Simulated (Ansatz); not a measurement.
**tetragonal MoSi2 (1 1 0) on Si0.875Ge0.125, ordered (0 0 1), P on 6 of 6 substrate sites at each interface (film strained to the substrate, started from cuts of the bulks and a machine-learned relaxation; slabs Ge6Si48P12 and Mo20Si40, which can lie off the formulas)**

A periodic stack without vacuum, tetragonal MoSi2 (1 1 0) on Si0.875Ge0.125, ordered (0 0 1), P on 6 of 6 substrate sites at each interface (film strained to the substrate, started from cuts of the bulks and a machine-learned relaxation; slabs Ge6Si48P12 and Mo20Si40, which can lie off the formulas): substrate slab Ge6Si48P12, film Mo20Si40, surface cells [[-1, 2], [-1, -1]] and [[1, 3], [-2, -1]], film strained by -1.2 and +2.6 %, outermost planes Si/Si and MoSi/MoSi as cut, which need not be the usual terminations and can put a slab off its formula.

The start was prepared with a machine-learned potential, and the result is one local minimum, with the in-plane cell held and forces under 0.04 eV/Å; the film can end far from its bulk form.

These are PBE (plane waves to 420 eV, PAW; Ansatz, an electronic-structure program) values and carry that method's errors. Spin–orbit coupling is left out; the runs are not spin-polarised; PBE gaps are too small against experiment. Its k-point mesh 2×4×1, Fermi–Dirac width 0.05 eV.

- interface area = 90.8 Å²
- period = 24.31 Å
- heights between the nearest atoms of the two slabs at the two interfaces = 1.57 and 1.81 Å
- Mo–P contacts across the interfaces within 1.22 times the sum of covalent radii = 13, mean 2.55 Å
- P–Si contacts across the interfaces within 1.22 times the sum of covalent radii = 11, mean 2.38 Å

```yaml
crystal:
  lattice:
    - [12.29912, 0.00002, -0.04051]
    - [-2.45986, 7.37953, 0.03663]
    - [0.32609, -0.10498, 24.31170]
  atoms:
    - { symbol: Ge, position: [0.32486, 0.68150, 0.20378] }
    - { symbol: Ge, position: [0.65920, 0.33031, 0.20303] }
    - { symbol: Ge, position: [0.99301, 0.01431, 0.20466] }
    - { symbol: Si, position: [0.32483, 0.16896, 0.20715] }
    - { symbol: Si, position: [0.65928, 0.84849, 0.20330] }
    - { symbol: Si, position: [0.99310, 0.50329, 0.20764] }
    - { symbol: P, position: [0.36125, 0.53982, 0.04610] }
    - { symbol: P, position: [0.66409, 0.08967, 0.04468] }
    - { symbol: P, position: [0.96154, 0.83868, 0.04522] }
    - { symbol: P, position: [0.29252, 0.94075, 0.04115] }
    - { symbol: P, position: [0.66238, 0.50641, 0.04618] }
    - { symbol: P, position: [0.03091, 0.30929, 0.04067] }
    - { symbol: Si, position: [0.50032, 0.48529, 0.09700] }
    - { symbol: Si, position: [0.84621, 0.16928, 0.08572] }
    - { symbol: Si, position: [0.13212, 0.85788, 0.09350] }
    - { symbol: Si, position: [0.18840, 0.38549, 0.09375] }
    - { symbol: Si, position: [0.47793, 0.98468, 0.08463] }
    - { symbol: Si, position: [0.82199, 0.64597, 0.09705] }
    - { symbol: Si, position: [0.48601, 0.22642, 0.14825] }
    - { symbol: Si, position: [0.82588, 0.91787, 0.14544] }
    - { symbol: Si, position: [0.15260, 0.61127, 0.14856] }
    - { symbol: Si, position: [0.16650, 0.11733, 0.14876] }
    - { symbol: Si, position: [0.49521, 0.75321, 0.14506] }
    - { symbol: Si, position: [0.83482, 0.40169, 0.14870] }
    - { symbol: Ge, position: [0.32502, 0.67298, 0.43261] }
    - { symbol: Ge, position: [0.65231, 0.34207, 0.43048] }
    - { symbol: Ge, position: [0.98686, 0.00664, 0.43319] }
    - { symbol: Si, position: [0.32344, 0.17758, 0.43163] }
    - { symbol: Si, position: [0.65455, 0.83494, 0.42590] }
    - { symbol: Si, position: [0.98598, 0.51025, 0.43318] }
    - { symbol: Si, position: [0.32167, 0.42279, 0.26059] }
    - { symbol: Si, position: [0.65834, 0.08761, 0.26389] }
    - { symbol: Si, position: [0.99349, 0.75739, 0.26164] }
    - { symbol: Si, position: [0.32424, 0.92606, 0.26466] }
    - { symbol: Si, position: [0.65847, 0.59332, 0.25794] }
    - { symbol: Si, position: [0.99157, 0.25980, 0.26494] }
    - { symbol: Si, position: [0.48989, 0.50969, 0.31409] }
    - { symbol: Si, position: [0.82395, 0.17657, 0.31970] }
    - { symbol: Si, position: [0.15600, 0.83724, 0.32015] }
    - { symbol: Si, position: [0.15791, 0.33934, 0.31996] }
    - { symbol: Si, position: [0.49019, 0.01031, 0.31924] }
    - { symbol: Si, position: [0.82332, 0.67476, 0.31565] }
    - { symbol: Si, position: [0.48634, 0.26432, 0.37258] }
    - { symbol: Si, position: [0.82306, 0.92217, 0.37265] }
    - { symbol: Si, position: [0.15366, 0.58747, 0.37670] }
    - { symbol: Si, position: [0.15787, 0.08983, 0.37592] }
    - { symbol: Si, position: [0.48953, 0.75478, 0.37162] }
    - { symbol: Si, position: [0.82435, 0.43003, 0.37421] }
    - { symbol: Si, position: [0.31772, 0.41809, 0.49107] }
    - { symbol: Si, position: [0.64738, 0.07445, 0.48207] }
    - { symbol: Si, position: [0.99112, 0.75872, 0.49212] }
    - { symbol: Si, position: [0.32936, 0.93384, 0.48826] }
    - { symbol: Si, position: [0.65684, 0.60262, 0.48643] }
    - { symbol: Si, position: [0.98007, 0.26035, 0.48991] }
    - { symbol: Si, position: [0.49156, 0.49524, 0.54259] }
    - { symbol: Si, position: [0.80381, 0.17045, 0.54008] }
    - { symbol: Si, position: [0.16484, 0.86123, 0.54386] }
    - { symbol: Si, position: [0.14509, 0.35217, 0.54562] }
    - { symbol: Si, position: [0.49315, 0.99540, 0.54569] }
    - { symbol: Si, position: [0.81851, 0.68459, 0.54550] }
    - { symbol: P, position: [0.54124, 0.27060, 0.58924] }
    - { symbol: P, position: [0.78823, 0.92020, 0.59675] }
    - { symbol: P, position: [0.16147, 0.61115, 0.59717] }
    - { symbol: P, position: [0.16178, 0.10880, 0.59547] }
    - { symbol: P, position: [0.48421, 0.71686, 0.60490] }
    - { symbol: P, position: [0.77864, 0.40440, 0.59039] }
    - { symbol: Mo, position: [0.28317, 0.59131, 0.67678] }
    - { symbol: Mo, position: [0.65782, 0.77903, 0.67710] }
    - { symbol: Mo, position: [0.06877, 0.97911, 0.68268] }
    - { symbol: Mo, position: [0.47488, 0.18966, 0.68313] }
    - { symbol: Mo, position: [0.86111, 0.37865, 0.68072] }
    - { symbol: Mo, position: [0.06795, 0.48241, 0.76934] }
    - { symbol: Mo, position: [0.46809, 0.68409, 0.77267] }
    - { symbol: Mo, position: [0.86638, 0.88179, 0.77065] }
    - { symbol: Mo, position: [0.26913, 0.08409, 0.77075] }
    - { symbol: Mo, position: [0.66790, 0.28307, 0.77370] }
    - { symbol: Mo, position: [0.86542, 0.38133, 0.86414] }
    - { symbol: Mo, position: [0.26492, 0.58124, 0.86378] }
    - { symbol: Mo, position: [0.66626, 0.78332, 0.86515] }
    - { symbol: Mo, position: [0.06663, 0.98173, 0.86378] }
    - { symbol: Mo, position: [0.46779, 0.18340, 0.86590] }
    - { symbol: Mo, position: [0.66454, 0.29014, 0.96183] }
    - { symbol: Mo, position: [0.06126, 0.48027, 0.95440] }
    - { symbol: Mo, position: [0.45787, 0.67916, 0.95705] }
    - { symbol: Mo, position: [0.87061, 0.88510, 0.95581] }
    - { symbol: Mo, position: [0.26689, 0.08334, 0.95477] }
    - { symbol: Si, position: [0.27786, 0.24990, 0.66958] }
    - { symbol: Si, position: [0.66884, 0.45480, 0.68228] }
    - { symbol: Si, position: [0.05522, 0.64187, 0.67316] }
    - { symbol: Si, position: [0.46836, 0.86875, 0.68673] }
    - { symbol: Si, position: [0.88279, 0.05825, 0.67368] }
    - { symbol: Si, position: [0.46876, 0.50917, 0.68444] }
    - { symbol: Si, position: [0.87205, 0.71818, 0.67856] }
    - { symbol: Si, position: [0.27292, 0.91991, 0.67910] }
    - { symbol: Si, position: [0.66816, 0.11481, 0.68213] }
    - { symbol: Si, position: [0.06921, 0.31303, 0.67920] }
    - { symbol: Si, position: [0.06855, 0.14760, 0.77107] }
    - { symbol: Si, position: [0.46785, 0.34799, 0.77388] }
    - { symbol: Si, position: [0.86733, 0.54754, 0.77064] }
    - { symbol: Si, position: [0.26719, 0.74659, 0.76986] }
    - { symbol: Si, position: [0.66831, 0.94688, 0.77171] }
    - { symbol: Si, position: [0.26700, 0.41760, 0.76983] }
    - { symbol: Si, position: [0.66766, 0.62008, 0.77314] }
    - { symbol: Si, position: [0.06956, 0.81600, 0.77182] }
    - { symbol: Si, position: [0.46878, 0.02000, 0.77600] }
    - { symbol: Si, position: [0.86594, 0.21430, 0.77157] }
    - { symbol: Si, position: [0.86798, 0.04729, 0.86512] }
    - { symbol: Si, position: [0.26617, 0.24878, 0.86319] }
    - { symbol: Si, position: [0.66647, 0.45032, 0.86717] }
    - { symbol: Si, position: [0.06564, 0.64719, 0.86295] }
    - { symbol: Si, position: [0.46376, 0.84544, 0.86706] }
    - { symbol: Si, position: [0.06540, 0.31476, 0.86582] }
    - { symbol: Si, position: [0.46606, 0.51815, 0.86706] }
    - { symbol: Si, position: [0.86613, 0.71747, 0.86518] }
    - { symbol: Si, position: [0.26633, 0.91567, 0.86603] }
    - { symbol: Si, position: [0.66649, 0.11721, 0.86737] }
    - { symbol: Si, position: [0.66492, 0.94256, 0.96393] }
    - { symbol: Si, position: [0.06785, 0.14324, 0.96616] }
    - { symbol: Si, position: [0.46135, 0.34461, 0.95857] }
    - { symbol: Si, position: [0.86711, 0.54714, 0.95707] }
    - { symbol: Si, position: [0.25972, 0.73986, 0.96633] }
    - { symbol: Si, position: [0.86128, 0.21705, 0.95688] }
    - { symbol: Si, position: [0.25812, 0.40646, 0.95683] }
    - { symbol: Si, position: [0.66506, 0.62914, 0.96260] }
    - { symbol: Si, position: [0.06988, 0.81183, 0.95669] }
    - { symbol: Si, position: [0.46749, 0.02052, 0.95879] }
```
